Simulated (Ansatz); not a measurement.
# Effect of biaxial strain +2.61 %, plane normal [111], relaxed out of plane on Au

Base system: Au in the fcc (Cu type) structure (space group Fm-3m, No. 225; a = 4.124 Å; relaxed with 0.1 eV smearing). Axes: x, y, z lie along the cube axes.

It is then changed as follows: biaxial strain +2.61 %, plane normal [111], relaxed out of plane (Cartesian); in-plane vectors clamped, the third vector and the atoms free.

All numbers come from r2SCAN (Ansatz, a first-principles code), without spin-orbit coupling, earlier PAW set. Γ-centred 27×27×27 mesh, Fermi–Dirac width 0.1 eV.

| quantity | base | changed | shift |
|---|---|---|---|
| volume per atom | 17.54 Å³ | 17.79 Å³ | +0.25 Å³ |
| space group | Fm-3m (No. 225) | R-3m (No. 166) | – |
| shortest interatomic distance | 2.916 Å | 2.872 Å | -0.0445 Å |
| energy relative to the base (free energy F) | 0 meV/atom | +6.5 meV/atom | +6.5 meV/atom |
| pressure (mean of the normal stresses, compression positive) | 0.0 GPa | -1.5 GPa | -1.5 GPa |
| band gap | zero | zero | – |
| out-of-plane strain | – | -3.66 % | – |
| ratio −ε⊥/ε∥ | – | 1.40 | – |
| mean in-plane stress (compression positive) | – | -2.3 GPa | – |

Final structure (turned so that z lies along the plane normal):

```xyz
1
Lattice="2.9925 0.0000 0.0000 1.4963 2.5916 0.0000 1.4963 -0.8639 2.2940" Properties=species:S:1:pos:R:3 pbc="T T T"
Au     0.0000     0.0000     0.0000
```

Stability against distortions was not tested.
